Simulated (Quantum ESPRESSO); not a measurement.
How a calculation on Zr₂CuSb₃ (P-4m2, 6 atoms in the cell) responds to its settings

```
CELL_PARAMETERS angstrom
      3.93441     0.00000     0.00000
      0.00000     3.93441     0.00000
      0.00000     0.00000     8.66758
ATOMIC_POSITIONS crystal
  Zr 0.00000 0.50000 0.73761
  Zr 0.50000 0.00000 0.26239
  Cu 0.00000 0.00000 0.00000
  Sb 0.50000 0.50000 0.00000
  Sb 0.00000 0.50000 0.37863
  Sb 0.50000 0.00000 0.62137
```

Base run A: LDA (PZ), PSlibrary ultrasoft (LDA) pseudopotentials (Quantum ESPRESSO), self-consistent single point.

Its settings: ecutwfc = 55 Ry; ecutrho = 330 Ry; occupations = smearing; smearing = fermi-dirac; degauss = 0.0036749 Ry; K_POINTS = automatic 5 5 2 0 0 0; conv_thr = 1e-10 Ry; mixing_beta = 0.5.

The starting cell comes from a database of computed structures (which also holds hypothetical and non-ambient phases and stackings), without a prior relaxation at this level. Spin polarisation is off. In the base run, with a pressure of about -6 GPa the cell is away from its equilibrium volume at this level. Without a gap this mesh is coarse (it stands for a supercell whose shortest vector is 17 Å).

Runs:
- B: pseudopotentials: {Zr: Zr.pz-spn-rrkjus_psl.1.0.0.UPF, Cu: Cu.pz-dn-rrkjus_psl.1.0.0.UPF, Sb: Sb.pz-n-rrkjus_psl.1.0.0.UPF} → {Zr: Zr.pbe-spn-rrkjus_psl.1.0.0.UPF, Cu: Cu.pbe-dn-rrkjus_psl.1.0.0.UPF, Sb: Sb.pbe-n-rrkjus_psl.1.0.0.UPF}; input_dft: default → pbesol [PBEsol]
- C: pseudopotentials: {Zr: Zr.pz-spn-rrkjus_psl.1.0.0.UPF, Cu: Cu.pz-dn-rrkjus_psl.1.0.0.UPF, Sb: Sb.pz-n-rrkjus_psl.1.0.0.UPF} → {Zr: Zr.pbe-spn-rrkjus_psl.1.0.0.UPF, Cu: Cu.pbe-dn-rrkjus_psl.1.0.0.UPF, Sb: Sb.pbe-n-rrkjus_psl.1.0.0.UPF}; input_dft: default → blyp [BLYP]
- D: pseudopotentials: {Zr: Zr.pz-spn-rrkjus_psl.1.0.0.UPF, Cu: Cu.pz-dn-rrkjus_psl.1.0.0.UPF, Sb: Sb.pz-n-rrkjus_psl.1.0.0.UPF} → {Zr: Zr.pbe-spn-rrkjus_psl.1.0.0.UPF, Cu: Cu.pbe-dn-rrkjus_psl.1.0.0.UPF, Sb: Sb.pbe-n-rrkjus_psl.1.0.0.UPF}; input_dft: default → wc [Wu-Cohen GGA]
- E: pseudopotentials: {Zr: Zr.pz-spn-rrkjus_psl.1.0.0.UPF, Cu: Cu.pz-dn-rrkjus_psl.1.0.0.UPF, Sb: Sb.pz-n-rrkjus_psl.1.0.0.UPF} → {Zr: Zr.pbe-spn-rrkjus_psl.1.0.0.UPF, Cu: Cu.pbe-dn-rrkjus_psl.1.0.0.UPF, Sb: Sb.pbe-n-rrkjus_psl.1.0.0.UPF}; input_dft: default → vdw-df2 [vdW-DF2]
- F: pseudopotentials: {Zr: Zr.pz-spn-rrkjus_psl.1.0.0.UPF, Cu: Cu.pz-dn-rrkjus_psl.1.0.0.UPF, Sb: Sb.pz-n-rrkjus_psl.1.0.0.UPF} → {Zr: Zr.pbe-spn-rrkjus_psl.1.0.0.UPF, Cu: Cu.pbe-dn-rrkjus_psl.1.0.0.UPF, Sb: Sb.pbe-n-rrkjus_psl.1.0.0.UPF}; input_dft: default → vdw-df-cx [vdW-DF-cx]
- G: pseudopotentials: {Zr: Zr.pz-spn-rrkjus_psl.1.0.0.UPF, Cu: Cu.pz-dn-rrkjus_psl.1.0.0.UPF, Sb: Sb.pz-n-rrkjus_psl.1.0.0.UPF} → {Zr: Zr.pbe-spn-rrkjus_psl.1.0.0.UPF, Cu: Cu.pbe-dn-rrkjus_psl.1.0.0.UPF, Sb: Sb.pbe-n-rrkjus_psl.1.0.0.UPF}; input_dft: default → rvv10 [rVV10]

```tsv
run	pressure (GPa)	largest force (eV/Å)
A	-6.36	0.112
B	-3.86	0.097
C	[?]	0.155
D	[?]	0.098
E	[?]	0.109
F	-3.22	0.094
G	2.60	0.069
```

Problem. What belongs in the gaps?

Solution. 
- C, pressure (GPa): 5.63
- D, pressure (GPa): -3.35
- E, pressure (GPa): 8.58

Left out of this page: 3 runs of the series held back from this collection.
